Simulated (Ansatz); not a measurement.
Au: uniaxial strain ε_yy = +2.13 %

The parent structure is Au in the fcc (Cu type) structure (space group Fm-3m, No. 225; a = 4.125 Å; relaxed with 0.1 eV smearing). Axes: x, y, z lie along the cube axes.

One thing is altered: uniaxial strain ε_yy = +2.13 %, all other strain components held at zero; the atoms relax in the strained cell.

All numbers come from r2SCAN (Ansatz, an electronic-structure program; PAW; 500 eV plane waves; without spin-orbit coupling). Settings: 27×27×27 k-points, 0.1 eV Fermi–Dirac smearing.

| quantity | base | changed | shift |
|---|---|---|---|
| volume per atom | 17.54 Å³ | 17.91 Å³ | +0.37 Å³ |
| space group | Fm-3m (No. 225) | I4/mmm (No. 139) | – |
| shortest interatomic distance | 2.916 Å | 2.916 Å | 0.000 Å |
| energy relative to the base (free energy F) | 0 meV/atom | +3.9 meV/atom | +3.9 meV/atom |
| pressure (mean of the normal stresses, compression positive) | 0.0 GPa | -3.0 GPa | -3.0 GPa |
| band gap | zero | zero | – |
| stress (xx, yy, zz, yz, xz, xy; compression positive) | – | (-2.9, -3.2, -2.9, 0.0, 0.0, 0.0) GPa | – |

Cost of the whole job for the changed cell (relaxation, final SCF and bands): roughly 60 core-seconds.

No phonon test of stability was made.
